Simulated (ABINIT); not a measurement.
## ABINIT run on BAs (F-43m, 2 atoms in the cell): self-consistent single point

Level of theory: PBE, PAW (JTH v2.0 PBE PAW) (plane waves; ABINIT 10.0.3).

The input file:

```
# BAs, JTH v2.0 PBE PAW
pp_dirpath "./"
pseudos "B.GGA_PBE-JTH.xml, As.GGA_PBE-JTH.xml"
acell 3*1.0
rprim
        -0.0000000000    4.5028961015    4.5028961015
         4.5028961015    0.0000000000    4.5028961015
         4.5028961015    4.5028961015   -0.0000000000
natom 2
ntypat 2
znucl 5 33
typat 1 2
xcart
         0.0000000000    0.0000000000    0.0000000000
         1.1914150000    1.1914150000    1.1914150000
      Angstrom
ecut 544 eV
pawecutdg 1088 eV
occopt 3
tsmear 0.00073499
nband 14
kptopt 1
ngkpt 7 7 7
nshiftk 1
shiftk 0 0 0
nstep 60
tolvrs 1.0e-11
prtwf 0
prtden 0
enunit 1
```

Output, abridged:

```
 Symmetries : space group F-4 3 m (#216); Bravais cF (face-center cubic)

 -outvars: echo values of preprocessed input variables --------
            acell      1.0000000000E+00  1.0000000000E+00  1.0000000000E+00 Bohr
             ecut      1.99916330E+01 Hartree
           enunit           1
              ixc     -101130
         kptrlatt        7    0    0      0    7    0      0    0    7
          kptrlen      4.45763972E+01
            natom           2
            nband          14
            ngfft          27      27      27
          ngfftdg          40      40      40
             nkpt          20
            nstep          60
             nsym          24
           ntypat           2
           occopt           3
        pawecutdg      3.99832660E+01 Hartree
            rprim     -0.0000000000E+00  4.5028961015E+00  4.5028961015E+00
                       4.5028961015E+00  0.0000000000E+00  4.5028961015E+00
                       4.5028961015E+00  4.5028961015E+00 -0.0000000000E+00
          spgroup         216
           tolvrs      1.00000000E-11
           tsmear      7.34990000E-04 Hartree
            typat      1  2
           useylm           1
             xred      0.0000000000E+00  0.0000000000E+00  0.0000000000E+00
                       2.5000000000E-01  2.5000000000E-01  2.5000000000E-01
            znucl        5.00000   33.00000

== DATASET  1 ==================================================================

 Real(R)+Recip(G) space primitive vectors, cartesian coordinates (Bohr,Bohr^-1):
 R(1)=  0.0000000  4.5028961  4.5028961  G(1)= -0.1110396  0.1110396  0.1110396
 R(2)=  4.5028961  0.0000000  4.5028961  G(2)=  0.1110396 -0.1110396  0.1110396
 R(3)=  4.5028961  4.5028961  0.0000000  G(3)=  0.1110396  0.1110396 -0.1110396
 Unit cell volume ucvol=  1.8260210E+02 bohr^3
 Angles (23,13,12)=  6.00000000E+01  6.00000000E+01  6.00000000E+01 degrees

 Coarse grid specifications (used for wave-functions):

 getcut: wavevector=  0.0000  0.0000  0.0000  ngfft=  27  27  27
         ecut(hartree)=     19.992   => boxcut(ratio)=   2.03151

 Fine grid specifications (used for densities):

 getcut: wavevector=  0.0000  0.0000  0.0000  ngfft=  40  40  40
         ecut(hartree)=     39.983   => boxcut(ratio)=   2.20673

   4.97343271E+02                                ecore*ucvol(ha*bohr**3)

_setup2: Arith. and geom. avg. npw (full set) are     780.230     780.203

--- !BeginCycle
solver: {iscf: 17, nstep: 60, nline: 4, wfoptalg: 10, }
tolerances: {tolvrs: 1.00E-11, }
...

     iter   Etot(hartree)      deltaE(h)  residm     nres2
 ETOT  1  -115.82002993940    -1.158E+02 5.193E+01 7.130E+00
 ETOT  2  -116.73707429382    -9.170E-01 1.847E-02 2.037E+00
 ETOT  3  -116.73320147012     3.873E-03 8.225E-03 5.539E-01
 ETOT  4  -116.73233065366     8.708E-04 3.188E-03 1.600E-02
 ETOT  5  -116.73236293110    -3.228E-05 5.204E-04 3.592E-03
 ETOT  6  -116.73238835380    -2.542E-05 8.150E-04 1.167E-03
   [... 5 lines left out ...]
 ETOT 12  -116.73238657826    -8.139E-11 1.159E-05 1.268E-09
 ETOT 13  -116.73238657844    -1.799E-10 5.429E-07 1.632E-09
 ETOT 14  -116.73238657842     2.061E-11 2.421E-06 1.069E-10
 ETOT 15  -116.73238657840     1.435E-11 1.102E-07 1.065E-11
 ETOT 16  -116.73238657840    -2.132E-13 5.234E-07 7.347E-13

 At SCF step   16       nres2   =  7.35E-13 < tolvrs=  1.00E-11 =>converged.

 Cartesian components of stress tensor (hartree/bohr^3)
  sigma(1 1)= -1.31144260E-04  sigma(3 2)=  0.00000000E+00
  sigma(2 2)= -1.31144260E-04  sigma(3 1)=  0.00000000E+00
  sigma(3 3)= -1.31144260E-04  sigma(2 1)=  0.00000000E+00

 ----iterations are completed or convergence reached----

 reduced coordinates (array xred) for    2 atoms
       0.000000000000      0.000000000000      0.000000000000
       0.250000000000      0.250000000000      0.250000000000
 cartesian forces (eV/Angstrom) at end:
    1      0.00000000000000     0.00000000000000    -0.00000000000000
    2     -0.00000000000000    -0.00000000000000     0.00000000000000
 frms,max,avg= 5.7500612E-30 9.0086145E-30   0.000E+00  0.000E+00  0.000E+00 e/A
 length scales=  1.000000000000  1.000000000000  1.000000000000 bohr
              =  0.529177208590  0.529177208590  0.529177208590 angstroms
 Fermi (or HOMO) energy (eV) =   7.78370   Average Vxc (eV)= -10.46550
 Eigenvalues (   eV  ) for nkpt=  20  k points:
 kpt#   1, nband= 14, wtk=  0.00292, kpt=  0.0000  0.0000  0.0000 (reduced coord)
 -28.65823  -28.65823  -28.65823  -28.63950  -28.63950   -8.31813    7.15759    7.15759
   7.15759   10.42763   10.42763   10.42763   11.89754   16.75883
 prteigrs : prtvol=0 or 1, do not print more k-points.

--- !EnergyTerms
comment             : Components of total free energy in Hartree
kinetic             :  5.70407476679528E+00
hartree             :  3.32016492392000E+01
xc                  : -3.29168725479968E+00
Ewald energy        : -6.35719732831345E+01
psp_core            :  2.72364481566472E+00
local_psp           : -8.99469847381851E+01
spherical_terms     : -1.55111014867911E+00
internal            : -1.16732386603138E+02
'-kT*entropy'       :  1.36478603718518E-16
total_energy        : -1.16732386603138E+02
total_energy_eV     : -3.17644978075192E+03
...

-Cartesian components of stress tensor (GPa)         [Pressure=  3.8584E+00 GPa]
- sigma(1 1)= -3.85839669E+00  sigma(3 2)=  0.00000000E+00
- sigma(2 2)= -3.85839669E+00  sigma(3 1)=  0.00000000E+00
- sigma(3 3)= -3.85839669E+00  sigma(2 1)=  0.00000000E+00

 Calculation completed.
```

The run converged in 16 iterations.

The starting cell has typed, rounded lattice constants, without a prior relaxation at this level. Its lattice was rescaled by up to half a per cent. With a pressure of about 4 GPa the cell is away from its equilibrium volume at this level.

These are the values that this program gave, and no reference: the one-centre exchange-correlation terms come from a truncated expansion.
